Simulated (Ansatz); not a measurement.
N_O in alpha quartz (start: the O site; 72-site cell, 2×2×2 Γ-centred sampling). These are PBE, PAW (plane waves to 420 eV; Ansatz, a program for electronic structure) values and carry that method's errors. Total energies of the localised charge states, counted from that of charge +1, and their image corrections (point charge with alignment); the host's valence-band maximum lies at 1.990 eV on the cells' energy zero and its gap is 5.68 eV.

```
charge         moment (μB)  E − E(first) (eV)  correction (eV)
------  ------------------  -----------------  ---------------
+1                     2.0              0.000            0.388
0                      1.0              2.689            0.000
−1      not spin-polarised              6.628            0.406
```

Derive the transition levels above the valence-band maximum and say which of them are thermodynamic.

A level is the Fermi energy at which two charges have equal formation energy: ε(q/q′) = [E(q′) + corr(q′) − E(q) − corr(q)] / (q − q′) − E_VBM.
ε(+1/0) = [(2.689 + 0.000) − (0.000 + 0.388)] / 1 − 1.990 = 0.31 eV
ε(0/−1) = [(6.628 + 0.406) − (2.689 + 0.000)] / 1 − 1.990 = 2.36 eV
Thermodynamic levels at least 0.1 eV inside the gap: (+1/0) at 0.31 eV; (0/−1) at 2.36 eV. They hold to tenths of an eV in this cell. Only the charges listed were compared. Flagged in the runs: a host whose relaxation on this sampling wasn't shown to rest, a strain field that reaches the edge of the cell.
